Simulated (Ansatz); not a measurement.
Start from Te (space group P3_121, No. 152; a = 4.5211 Å, c = 5.9549 Å; made of chains).

Level of theory: PBE (Ansatz, a quantum-chemistry and plane-wave program, PAW, without spin-orbit coupling), earlier PAW set.

Base values:

```
Property               Value
-------------------  -------
Lattice parameter a  4.521 Å
```

One thing is altered: every Te is replaced by Se, then cell and atoms are relaxed.

Tabulated Pauling electronegativity and covalent radius: Te 2.10, 1.38 Å; Se 2.55, 1.20 Å.

How does this affect the lattice parameter a?

The lattice parameter a goes up by 0.006 Å (4.521 Å → 4.527 Å).

No phonon test of stability was made. No dispersion term is included, though the crystal is made of layers, chains or molecules, so its spacings can come out too wide.
